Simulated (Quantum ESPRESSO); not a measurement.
Troubleshooting Quantum ESPRESSO: a failed run on InNi₂₂B₆ (Fm-3m, 29 atoms in the cell). The aim is a self-consistent single point with DFT, PBEsol, plane waves, PSlibrary PAW (PBE) pseudopotentials.

Cell that was meant: a = 7.4448 Å, b = 7.4448 Å, c = 7.4448 Å, α = 60.00°, β = 60.00°, γ = 60.00°.

Part of the input:

```fortran
B     0.27503000    0.72497000    0.72497000
B     0.72497000    0.27503000    0.27503000
B     0.27503000    0.27503000    0.72497000
B1     0.72497000    0.72497000    0.27503000
K_POINTS automatic
3 3 3  0 0 0
```

Output, abridged:

```
     This program is part of the open-source Quantum ESPRESSO suite
     for quantum simulation of materials; please cite

 %%%%%%%%%%%%%%%%%%%%%%%%%%%%%%%%%%%%%%%%%%%%%%%%%%%%%%%%%%%%%%%%%%%%%%%%%%%%%%
     Error in routine read_cards (29):
     species B1 in ATOMIC_POSITIONS is nonexistent
 %%%%%%%%%%%%%%%%%%%%%%%%%%%%%%%%%%%%%%%%%%%%%%%%%%%%%%%%%%%%%%%%%%%%%%%%%%%%%%

     stopping ...
```

Task: From the messages shown, name the fault and mend the input.

Result: The fault is an atom label that is not in the list of species. Labels in the positions must match the species card. To fix it, correct the label. The program stopped before any SCF iteration.

An input that runs soundly differs in these lines (not the only fix; some lines may just follow from the change or write a value another way):
```diff
-B1     0.72497000    0.72497000    0.27503000
+B     0.72497000    0.72497000    0.27503000
```

With that input, the run converged in 18 iterations: free energy E − TS -61259.9569 eV; Fermi level (on the code's own zero) 13.44 eV; pressure -8.93 GPa; largest force (vector length) 0.104 eV/Å (DFT, PBEsol, plane waves, PSlibrary PAW (PBE) pseudopotentials).

On the sound input: the starting cell comes from a database of computed structures (which also holds hypothetical and non-ambient phases and stackings), without a prior relaxation at this level. Spin polarisation is off. With a pressure of about -9 GPa the cell is away from its equilibrium volume at this level.
